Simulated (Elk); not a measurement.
Worked example: self-consistent single point of a sheet of Ta₂N (3 atoms in the cell) in Elk.

Method: LDA (PW92), all-electron FP-LAPW, Elk's shipped species files, APW+lo basis with extra local orbitals (Elk).

```
Ta2N
1.0
    2.90553     0.00000     0.00000
   -1.45277     2.51626     0.00000
    0.00000     0.00000    16.35107
N Ta
1 2
Direct
  0.00000   0.00000   0.50000
  0.33333   0.66667   0.57189
  0.66667   0.33333   0.42811
```

Reference input (self-consistent single point, DFT, PBE, all-electron FP-LAPW, Elk's shipped species files, APW+lo basis with extra local orbitals): xctype = 20; rgkmax = 8; stype = 0; swidth = 0.00183747 Ha; ngridk = 7 7 1; gmaxvr = 14 1/bohr; nxlo = 2; lorbcnd = true; lmaxi = 3. This run's input differs from it in these lines:

```diff
@@ -4,3 +4,3 @@
 xctype
-  20
+  3
```

Output, abridged:

```
│ Self-consistent loop started │
│ Loop number : 1 │
 total energy                :     -31327.5887361
│ Loop number : 2 │
 total energy                :     -31325.5251322
RMS change in Kohn-Sham potential (target) :   0.3563601382     (  0.1000000000E-05)
Absolute change in total energy (target)   :    2.063603827     (  0.1000000000E-03)
│ Loop number : 3 │
 total energy                :     -31312.8504414
RMS change in Kohn-Sham potential (target) :   0.2185847365     (  0.1000000000E-05)
Absolute change in total energy (target)   :    13.19059174     (  0.1000000000E-03)
│ Loop number : 4 │
   [... lines left out ...]
Absolute change in total energy (target)   :   0.1512979019E-02 (  0.1000000000E-03)
│ Loop number : 15 │
 total energy                :     -31288.1919528
RMS change in Kohn-Sham potential (target) :   0.2078765221E-06 (  0.1000000000E-05)
Absolute change in total energy (target)   :   0.3455298574E-03 (  0.1000000000E-03)
│ Loop number : 16 │
 total energy                :     -31288.1919400
RMS change in Kohn-Sham potential (target) :   0.1452827036E-06 (  0.1000000000E-05)
Absolute change in total energy (target)   :   0.9922647951E-04 (  0.1000000000E-03)
Convergence targets achieved

│ Loop number : 17 │

Energies :
 Fermi                       :     0.497745126555E-01
 total energy                :     -31288.1918980

Density of states at Fermi energy :    98.33221100
 (states/Hartree/unit cell)

Estimated indirect band gap :   0.3789475277E-02
 from k-point      6 to k-point      2
Estimated direct band gap   :   0.1907709456E-01
 at k-point      7

Charges :
 core                        :    94.00000000
 valence                     :    59.00000000
 interstitial                :    6.159388753
 muffin-tins (core leakage)
  species :    1 (N)
   atom    1                 :    5.801373538     (  0.5032073043E-05)
  species :    2 (Ta)
   atom    1                 :    70.51961885     (  0.7570748281E-05)
   atom    2                 :    70.51961885     (  0.7570748281E-05)
 total in muffin-tins        :    146.8406112
 total calculated charge     :    152.9914498
 total charge                :    153.0000000
 error                       :   0.8550237899E-02

│ Self-consistent loop stopped │
```

The run converged in 17 iterations. The count includes the last loop, which Elk runs after its targets are met. 

The starting cell was generated: these elements placed on a structure prototype, without a prior relaxation; it need not be a known phase or ordering of this composition. Its lattice was rescaled in the plane by a random factor within 2.5 % of one. Spin-orbit coupling is off. Spin polarisation is off. Values depend on the basis (sphere radii, cutoffs, local orbitals), which need not be converged. The log's line on a gap gives a spacing of levels on this mesh, which the program prints for metals too.

Cost on one core of a shared machine: roughly 90 s.
